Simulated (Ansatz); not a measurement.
**Hypothetical CdI2 type CeO2, response to strain**

Start from CeO₂ in the CdI2 type structure (space group P-3m1, No. 164; a = 3.5673 Å, c = 4.3343 Å; a hypothetical phase, not in the database extracts checked).

Strains are applied to the cell and any free atomic positions relax.

Method: DFT with PBEsol-D3(BJ), PAW potentials and a 420 eV plane-wave cutoff in Ansatz (a program for electronic structure), without spin-orbit coupling.

Notes on the quantities. pressure: mean of the normal stresses, compression positive.

```tsv
isotropic strain (%)	pressure (GPa)
-4.6	18.2
-0.63	?
-0.33	1.0
0	0.0
5.39	-11.6
```

### Question
Fit P = P₀ − Bδ + Cδ² with δ = (1 + ε)³ − 1 to the rows shown and predict the withheld row.

### Answer
Least squares on the printed values gives P₀ = 0.0 GPa, B = 108 GPa (at held cell shape), C = 234 GPa (largest residual 0.0 GPa); this predicts 2.1 GPa, and the run gives 2.0 GPa, in agreement.

No phonon test of stability was made. Starting moments died away, wholly or in part, for the base; another magnetic solution may exist. The final runs are not spin-polarised.
